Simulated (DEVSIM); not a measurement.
Structure: Mo/La2O3/SiO2/n-Si capacitor, at 300 K.

```csv
layer (left to right),material,thickness (nm),Nd (cm⁻³)
1,La2O3,6.00,-
2,SiO2,1.20,-
3,Si,440,1.7e18
```

Metal gate on the left, work function 4.6 eV. Fixed charge at the semiconductor interface 5.8e11 cm⁻² (in units of +e); no interface traps.

This is a model device: material constants are rounded textbook-type values typed into the input, and sizes, dopings and lifetimes were drawn at random. Values at 300 K.

```tsv
parameter	La2O3	SiO2	Si
gap (eV)	5.8	9	1.124
affinity (eV)	1.8	0.9	4.05
permittivity	27	3.9	11.7
Nc (cm⁻³)	-	-	2.86e19
Nv (cm⁻³)	-	-	3.1e19
```

Model (solved in DEVSIM): 1D Poisson equation in equilibrium, Boltzmann statistics, complete ionisation; no quantum confinement or tunnelling. Metal contacts follow the ideal Schottky-Mott rule: no Fermi-level pinning, no interface dipoles.

The substrate doping was swept, all else fixed.

```json
[
 {"substrate doping (cm^-3)": "8.5e16", "threshold voltage (band bending 2φF) (V)": "-0.57", "minimum of the low-frequency capacitance (μF/cm²)": "0.0992", "flat-band voltage (V)": "0.34"},
 {"substrate doping (cm^-3)": "1.7e17", "threshold voltage (band bending 2φF) (V)": "-0.63", "minimum of the low-frequency capacitance (μF/cm²)": "0.131", "flat-band voltage (V)": "0.36"},
 {"substrate doping (cm^-3)": "3.4e17", "threshold voltage (band bending 2φF) (V)": "-0.70", "minimum of the low-frequency capacitance (μF/cm²)": "0.176", "flat-band voltage (V)": "0.38"},
 {"substrate doping (cm^-3)": "8.5e17", "threshold voltage (band bending 2φF) (V)": "-0.84", "minimum of the low-frequency capacitance (μF/cm²)": "0.255", "flat-band voltage (V)": "0.40"},
 {"substrate doping (cm^-3)": "1.7e18", "threshold voltage (band bending 2φF) (V)": "-1.00", "minimum of the low-frequency capacitance (μF/cm²)": "0.337", "flat-band voltage (V)": "0.42"},
 {"substrate doping (cm^-3)": "3.4e18", "threshold voltage (band bending 2φF) (V)": "-1.21", "minimum of the low-frequency capacitance (μF/cm²)": "0.433", "flat-band voltage (V)": "0.44"}
]
```

From the first row to the last the threshold voltage (band bending 2φF) goes from -0.57 to -1.21. From the first row to the last the minimum of the low-frequency capacitance goes from 0.0992 to 0.433.
